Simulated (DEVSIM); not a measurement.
# abrupt Si n-p junction

Structure: abrupt Si n-p junction, at 300 K.

```
layer (left to right)  material  thickness (μm)  Nd (cm⁻³)  Na (cm⁻³)  τn (s)  τp (s)
---------------------  --------  --------------  ---------  ---------  ------  ------
1                            Si            49.0     3.2e15          -  9.1e-5  9.1e-5
2                            Si            11.0          -       4e16  9.1e-5  9.1e-5
```

Left contact: ohmic. Right contact: ohmic. Voltage is applied to the left contact. Recombination: SRH at mid-gap, radiative, Auger. Mobility is constant in doping.

Constants are typed, rounded textbook-type inputs, not results; the design itself was drawn at random and stands for no fabricated device. Values at 300 K.

| parameter | Si |
|---|---|
| gap (eV) | 1.124 |
| affinity (eV) | 4.05 |
| permittivity | 11.7 |
| Nc (cm⁻³) | 2.86e19 |
| Nv (cm⁻³) | 3.1e19 |
| μn (cm²/Vs) | 1417 |
| μp (cm²/Vs) | 470 |
| B (cm³/s) | 4.7e-15 |
| Cn (cm⁶/s) | 2.8e-31 |
| Cp (cm⁶/s) | 9.9e-32 |

Simulated with DEVSIM: 1D drift-diffusion, Boltzmann statistics, complete ionisation; no tunnelling, impact ionisation, image-force lowering or self-heating.

- Potential step across the device at zero bias: 0.717 V
- Largest field in the device at zero bias: 25000 V/cm
- Dark forward voltage at 1 A/cm²: 0.632 V
- Dark forward voltage at 100 A/cm²: 0.882 V

Dark reverse current:

```tsv
V (V)	J (A/cm²)
0.40	2.2e-10
1.00	4.0e-10
2.00	6.3e-10
3.00	8.1e-10
4.00	9.7e-10
6.00	1.2e-9
8.00	1.5e-9
10.00	1.7e-9
13.00	1.9e-9
16.00	2.2e-9
20.00	2.5e-9
```

Dark forward current:

| V (V) | J (A/cm²) |
|---|---|
| -0.05 | -2.7e-10 |
| -0.15 | -1.1e-8 |
| -0.30 | -3.3e-6 |
| -0.40 | -0.00016 |
| -0.55 | -0.052 |
| -0.65 | -1.9 |
| -0.75 | -20 |
| -0.90 | -120 |
| -1.00 | -240 |
| -1.10 | -400 |
| -1.25 | -720 |
| -1.35 | -990 |
| -1.50 | -1500 |
| -1.60 | -1800 |
